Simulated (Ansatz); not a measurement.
Take TlBr in the zinc blende structure (space group F-43m, No. 216; a hypothetical phase, not in the database extracts checked) as the base.

```xyz
2
Lattice="0.0000 3.6554 3.6554 3.6554 0.0000 3.6554 3.6554 3.6554 0.0000" Properties=species:S:1:pos:R:3 pbc="T T T"
Br     5.4830     5.4830     5.4830
Tl     0.0000     0.0000     0.0000
```

Level of theory: plane-wave PAW DFT at the PBEsol level (Ansatz, a first-principles code, 420 eV), without spin-orbit coupling.

Base values:

| Property | Value |
|---|---|
| Band gap | 2.76 eV |
| Width of the top valence band | 1.38 eV |
| Density | 4.83 g/cm³ |
| Electron mass | 1.8 mₑ along k, 0.51 mₑ across (at X) |

Now apply this change: hydrostatic tension (pressure −2 GPa).

Problem. Predict the new band gap.

Solution. The band gap goes up by 0.39 eV, from 2.76 eV to 3.15 eV.

Problem. Estimate the effect on the width of the top valence band.

Solution. The width of the top valence band decreases by 0.91 eV to 0.47 eV.

Problem. Predict the new density.

Solution. The density shrinks by 1.506 g/cm³, from 4.83 g/cm³ to 3.33 g/cm³.

Problem. How does this affect the electron mass?

Solution. The electron mass becomes 2.0 mₑ along k, 0.71 mₑ across (at X) (base: 1.8 mₑ along k, 0.51 mₑ across (at X)).

With Tl present, leaving out spin-orbit coupling can change the band edges. Load acts through the strain it causes; cell and atoms are relaxed under it. Masses are band curvatures over ±0.01 Å⁻¹ around the edge. Along k means along the line from Γ to the band edge. No phonon test of stability was made.
